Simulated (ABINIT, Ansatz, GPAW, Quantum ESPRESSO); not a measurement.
## Nb3Sn (Pm-3n, 8 atoms in the cell) computed with different codes at matched settings

Self-consistent single point.

```
Nb3Sn
1.0
    5.30433     0.00000     0.00000
    0.00000     5.30433     0.00000
    0.00000     0.00000     5.30433
Nb Sn
6 2
Cartesian
  1.32608   0.00000   2.65216
  3.97825   0.00000   2.65216
  2.65216   3.97825   0.00000
  2.65216   1.32608   0.00000
  0.00000   2.65216   3.97825
  0.00000   2.65216   1.32608
  0.00000   0.00000   0.00000
  2.65216   2.65216   2.65216
```

Shared settings, as Ansatz (an electronic-structure program) writes them: kpoints.mp_grid.grid = 3 3 3; scf.occupations.method = fermi_dirac; scf.occupations.width = 0.1 eV. Potentials and cutoffs stand in the table.

```tsv
code	model	pressure (GPa)	cutoff
ABINIT	PBE, norm-conserving pseudopotentials (PseudoDojo nc-sr-05 PBE standard)	1.46	82 Ry
Ansatz	PBE, PAW files	1.37	default
GPAW	PBE, GPAW PAW datasets PBE (gpaw-data 1.0.1)	0.59	600 eV
Quantum ESPRESSO	PBE, PseudoDojo standard norm-conserving (PBE) pseudopotentials	1.49	85 Ry
```

On Ansatz's run: spin polarisation is off.

The spread over the programs that give each value: pressure within 0.90 GPa.

Ansatz's pressure is given at a fixed set of plane waves, as the other plane-wave codes print theirs.

On the base mesh (5 5 5) the same programs gave: Ansatz pressure 1.58 GPa; Quantum ESPRESSO pressure 1.70 GPa; ABINIT pressure 1.67 GPa; GPAW pressure 0.83 GPa.

The starting cell comes from a database of computed structures (which also holds hypothetical and non-ambient phases and stackings), without a prior relaxation at this level. Its lattice was rescaled by a random factor within 2.5 % of one.

Left out of this page: FLEUR (not drawn, or without a comparable value).

Keys are those of Ansatz 0.2.
